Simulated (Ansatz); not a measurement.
Consider Ag in the fcc (Cu type) structure (space group Fm-3m, No. 225; a = 4.001 Å; relaxed with 0.1 eV smearing). Axes: x, y, z lie along the cube axes.

The values are results of LDA (Ansatz, a program for electronic structure; PAW; 420 eV plane waves; spin-orbit coupling left out), not measurements.

It is then changed as follows: uniaxial strain ε_zz = +1.50 %, all other strain components held at zero; the atoms relax in the strained cell.

**Question.** Predict the stress tensor and what it implies for the stiffness.

**Answer.** Stress of the strained cell less that of the base (GPa, compression positive):
```
   -1.8     0.0     0.0
    0.0    -1.8     0.0
    0.0     0.0    -2.4
```

Then −Δσ_ii/ε with ε = 0.0150 gives secant stiffness values (nonlinear terms included at this strain): C33 ≈ 161 GPa, C13 ≈ 117 GPa and C23 ≈ 117 GPa.

No phonon test of stability was made.
